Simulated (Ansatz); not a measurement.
Structures of equal composition on the (111) surface of diamond (C plane on top): (√3x√3)R30° Ge adatom at H3; (√3x√3)R30° Ge adatom at T4. The slabs share one bottom face, and each structure is named by its start. These are constructed structures in small cells; real faces may alloy, dewet or reconstruct in larger ones, and not all known structures of the face are among them. Slabs of about 9 Å, Fermi-Dirac smearing of 0.025 eV. Bottom of the slabs: H caps. Relaxed from the named starts with such symmetry as they have, on meshes of like density; energies extrapolated to zero smearing; spin only where a row says so; no spin-orbit coupling, no U. Brackets mark spin-polarised runs, whose order is one that fits the cell. Where a second, spin-polarised start was run, the lower counts.

All values below come from PBE (plane waves to 420 eV, PAW; Ansatz, a program for electronic structure).

Problem. Order them by energy per 1x1 cell (lowest first) at the level PBE.

Solution. (√3x√3)R30° Ge adatom at T4 (0.000 eV [spin, 0.2 μB a cell], no gap on the mesh), (√3x√3)R30° Ge adatom at H3 (0.124 eV [spin, 0.2 μB a cell], no gap on the mesh)
